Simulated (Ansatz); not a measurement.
Consider the following.

```xyz
8
Lattice="3.3492 0.0000 0.0000 -1.6746 2.9005 0.0000 0.0000 0.0000 14.2531" Properties=species:S:1:pos:R:3 pbc="T T T"
Ga     0.0000     1.9337     9.5163
Ga     1.6746     0.9668     2.3898
Ga     1.6746     0.9668     4.7368
Ga     0.0000     1.9337    11.8633
S      0.0000     1.9337     1.2400
S      1.6746     0.9668     8.3665
S      1.6746     0.9668    13.0131
S      0.0000     1.9337     5.8866
```

No spin polarisation.

Calculations: Ansatz (a quantum-chemistry and plane-wave program) PBEsol-D3(BJ), no spin-orbit coupling, earlier PAW set. Γ-centred 11×11×3 mesh, Fermi–Dirac width 0.05 eV.

Estimate the gap character.

Indirect, Γ → K.

Predict the band gap.

0.49 eV.

The cells carry an imposed strain or load. Whether these cells are dynamically stable was not tested. The cell was made from GaS in the beta-GaS type structure (space group P6_3/mmc, No. 194; layered, stacked along the Cartesian z axis) by this change: isotropic strain −5.24 %.
